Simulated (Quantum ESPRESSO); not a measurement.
A self-consistent single point of a (111) slab of Y (cut from a parent of space group no. 194; 10 atoms in the cell) with Quantum ESPRESSO.

Computed with PBEsol, GBRV 1.5 ultrasoft (PBESOL) pseudopotentials (plane waves; Quantum ESPRESSO).

```
Y
1.0
    6.40375     0.00000     0.00000
    3.20188     6.24712     0.00000
    0.00000     0.00000    23.82870
Y
10
Direct
  0.74963   0.15550   0.33573
  0.18819   0.61172   0.37223
  0.29341   0.06793   0.40874
  0.73197   0.52415   0.44524
  0.83720   0.98037   0.48175
  0.27575   0.43659   0.51825
  0.38098   0.89280   0.55475
  0.81954   0.34902   0.59126
  0.92476   0.80524   0.62776
  0.36332   0.26146   0.66427
```

Reference input (self-consistent single point, DFT, PBEsol, plane waves, GBRV 1.5 ultrasoft (PBESOL) pseudopotentials): ecutwfc = 40 Ry; ecutrho = 320 Ry; occupations = smearing; smearing = fermi-dirac; degauss = 0.0073499 Ry; potentials = {Y: y_pbesol_v1.4.uspp.F.UPF}; K_POINTS = automatic 3 3 1 0 0 0; tefield = true; dipfield = true; edir = 3; emaxpos = 0.97; eopreg = 0.05. This run's input differs from it in these lines:

```diff
@@ -19,2 +19,3 @@
    degauss = 0.0073499,
+   nbnd = 57,
    edir = 3,
```

Log, with long lists cut:

```
     Self-consistent Calculation

     iteration #  1     ecut=    40.00 Ry     beta= 0.30

     negative rho (up, down):  1.042E-03 0.000E+00

     Adding external electric field

     Computed dipole along edir(3) :
        Dipole               -0.0044 Ry au,         -0.0111 Debye
        Dipole field         -0.0000 Ry au,

        Potential amp.        0.0007 Ry
        Total length         42.7782 bohr

     total energy              =    -924.33996135 Ry
     estimated scf accuracy    <       4.48646219 Ry

     iteration #  2     ecut=    40.00 Ry     beta= 0.30

     negative rho (up, down):  5.299E-04 0.000E+00

   [... lines left out ...]

        Potential amp.       -0.0000 Ry
        Total length         42.7782 bohr

     total energy              =    -926.08504972 Ry
     estimated scf accuracy    <       0.00000007 Ry

     iteration # 42     ecut=    40.00 Ry     beta= 0.30
     c_bands:  1 eigenvalues not converged

     negative rho (up, down):  6.732E-04 0.000E+00

     Adding external electric field

     Computed dipole along edir(3) :
        Dipole               -0.0002 Ry au,         -0.0004 Debye
        Dipole field         -0.0000 Ry au,

        Potential amp.        0.0000 Ry
        Total length         42.7782 bohr
     End of self-consistent calculation

     the Fermi energy is     1.4440 ev

!    total energy              =    -926.08504972 Ry
     estimated scf accuracy    <          5.5E-10 Ry
     smearing contrib. (-TS)   =      -0.04477215 Ry
     internal energy E=F+TS    =    -926.04027758 Ry

     electric field correction =       0.00000000 Ry

     convergence has been achieved in  42 iterations

     negative rho (up, down):  6.732E-04 0.000E+00

     Forces acting on atoms (cartesian axes, Ry/au):

     atom    1 type  1   force =     0.00465513    0.00276207    0.02850648
     atom    2 type  1   force =    -0.00793876   -0.00046280    0.01809269
     atom    3 type  1   force =    -0.00088261    0.00356267    0.00582067
     atom    4 type  1   force =     0.00087786   -0.00381172    0.00023940
   [... lines left out ...]
     atom    7 type  1   force =    -0.00087889    0.00381057   -0.00022720
     atom    8 type  1   force =     0.00088457   -0.00356282   -0.00582674
     atom    9 type  1   force =     0.00794041    0.00046189   -0.01808965
     atom   10 type  1   force =    -0.00465674   -0.00276132   -0.02851425

     Total force =     0.052085     Total SCF correction =     0.000082

   JOB DONE.
```

The run converged in 42 iterations. Against the reference run the free energy rises by 4.5 meV/atom and the largest force hardly changes (0.750 to 0.746 eV/Å).

The starting cell comes from a database of computed structures (which also holds hypothetical and non-ambient phases and stackings), without a prior relaxation at this level. The slab is cut from that crystal, and its faces are unrelaxed. Its lattice was rescaled in the plane by a random factor within 2.5 % of one.

Cost on one core of a shared machine: roughly 8 min.
